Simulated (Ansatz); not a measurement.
Base system: SiC in the wurtzite structure (space group P6_3mc, No. 186; a = 3.076 Å, c = 5.048 Å). Axes: x lies along a and z along c of the hexagonal cell.

Computed with PBEsol in Ansatz (plane waves to 420 eV, PAW, without spin-orbit coupling).

Before the change:

| Quantity | Value |
|---|---|
| Pressure | 0.00 GPa |
| Electron mass | 0.26 mₑ along c, 0.43 mₑ across (at K) |
| Band gap | 2.12 eV |
| Smallest direct gap | 3.86 eV |

It is then changed as follows: uniaxial strain ε_xx = −0.60 %, all other strain components held at zero, atoms relaxed at fixed cell.

Task: How does this affect the energy relative to the base, pressure, electron mass, band gap and smallest direct gap?

Result: The energy increases by 0.6 meV/atom; the pressure (mean of the normal stresses, compression positive) goes from zero to 1.36 GPa; the electron mass changes from 0.26 mₑ along c, 0.43 mₑ across (at K) to 0.26 mₑ along z, 0.43 mₑ across (at K); the band gap drops by 0.06 eV, from 2.12 eV to 2.06 eV; the smallest direct gap rises by 0.02 eV, from 3.86 eV to 3.88 eV.

Effective masses come from finite differences of ±0.01 Å⁻¹. Stability against distortions was not tested.

Ansatz is a program for electronic structure.
